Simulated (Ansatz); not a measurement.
L1₂ (Cu3Au-type) Ni3Al was calculated with PBE in Ansatz (plane waves, PAW).

Numerical settings: plane-wave cutoff 520 eV, 16×16×16 k mesh, Fermi–Dirac smearing 0.05 eV, spin-polarised with parallel moments, scalar-relativistic PAW data made under PBE.

Cell (relaxed at this level):

```
CELL_PARAMETERS angstrom
      3.56673     0.00000     0.00000
      0.00000     3.56673     0.00000
      0.00000     0.00000     3.56673
ATOMIC_POSITIONS crystal
  Al 0.00000 0.00000 0.00000
  Ni 0.00000 0.50000 0.50000
  Ni 0.50000 0.00000 0.50000
  Ni 0.50000 0.50000 0.00000
```
Starting moments (μB, in the order of the record's atoms Al Ni Ni Ni): 0.0 0.5 0.5 0.5.

Question: What does this level give for the bulk modulus B0 and pressure derivative B′ of the bulk modulus?

Answer: 
bulk modulus B0: 182 GPa
pressure derivative B′ of the bulk modulus: 4.6

The run finds no gap.

Measured, for comparison: bulk modulus 174 GPa (temperature not stated, not corrected to a static lattice; as tabulated in Zarkevich et al. (2023), arXiv:2304.06869). Computed (rounded) less measured: bulk modulus +5 %. A static lattice is as a rule a little smaller and stiffer than an uncorrected measurement, which narrows the difference in the bulk modulus and would widen misses of the other sign.

The computed numbers hold no vibrational or temperature effects.

The result took about 10 core-minutes (a rough figure).

Ansatz is a program for electronic structure.
